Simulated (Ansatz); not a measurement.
Base system: MoTe2 in the 2H-MoS2 type structure (space group P6_3/mmc, No. 194; a = 3.497 Å, c = 13.696 Å; layered, stacked along the Cartesian z axis).

Level of theory: PBE-D3(BJ) in Ansatz (plane waves to 420 eV, PAW, without spin-orbit coupling).

For the base:

```
Property                                               Result
-----------------------------  ------------------------------
Gap character                  indirect, Γ → K–Γ (44 % along)
Shortest interatomic distance                      5.133 bohr
Band gap                                              0.60 eV
```

One thing is altered: cell and atoms relaxed at a pressure of 4.5 GPa.

Q: What happens to the gap character?

A: The gap character changes from indirect, Γ → K–Γ (44 % along) to indirect, K–Γ (87 % along) → K–Γ (44 % along).

Q: What happens to the shortest interatomic distance?

A: The shortest interatomic distance falls by 0.043 bohr (5.133 bohr → 5.090 bohr).

Q: What happens to the band gap?

A: The band gap drops by 0.375 eV to 0.23 eV.

With Te present, leaving out spin-orbit coupling can change the band edges. Load acts through the strain it causes; cell and atoms are relaxed under it. Stability against distortions was not tested. The D3 term's C6 switches between coordination references near this geometry, which can add small steps to energies. A zero or small gap of MoTe2 under pressure 4.5 GPa can be the functional's error rather than a property of the material.

Ansatz is an electronic-structure program.
